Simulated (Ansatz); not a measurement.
**What Mo → Nb does to MoTe2**

The parent structure is MoTe₂ in the 2H-MoS2 type structure (space group P6_3/mmc, No. 194; a = 3.4340 Å, c = 13.3312 Å; layered, stacked along the Cartesian z axis).

It is then changed as follows: Nb takes the place of Mo on all its sites, then cell and atoms are relaxed.

Level of theory: Kohn–Sham DFT with the PBEsol-D3(BJ) functional, run in Ansatz (a quantum-chemistry and plane-wave program) with PAW and 420 eV plane waves, scalar-relativistic without spin-orbit coupling, earlier PAW set. Settings: 15×15×4 k-points, 0.05 eV Fermi–Dirac smearing, for the changed cell.

```csv
quantity,base,changed,shift
volume per atom,22.69 Å³,23.88 Å³,+1.19 Å³
density,8.57 g/cm³,8.07 g/cm³,-0.50 g/cm³
c/a ratio,3.882,3.756,-0.126
space group,P6_3/mmc (No. 194),P6_3/mmc (No. 194),–
band gap,0.33 eV,zero,–
```

Final structure:

```xyz
6
Lattice="3.5316 0.0000 0.0000 -1.7658 3.0584 0.0000 0.0000 0.0000 13.2645" Properties=species:S:1:pos:R:3 pbc="T T T"
Nb     0.0000     2.0390     9.9484
Nb     1.7658     1.0195     3.3161
Te     0.0000     2.0390     1.4588
Te     1.7658     1.0195     8.0910
Te     1.7658     1.0195    11.8057
Te     0.0000     2.0390     5.1735
```

Cost of the whole job for the changed cell (relaxation, final SCF and bands): around 5 core-minutes (rough).

Spin-orbit coupling, missing from the scalar runs, can matter with Te. No phonon test of stability was made. As relaxed here, NbTe2 is a hypothetical phase, not in the database extracts checked. All final runs are without spin polarisation. NbTe2 has a high density of states at the Fermi level and may be magnetic at this level. The D3 term's C6 switches between coordination references near this geometry, which can add small steps to energies.
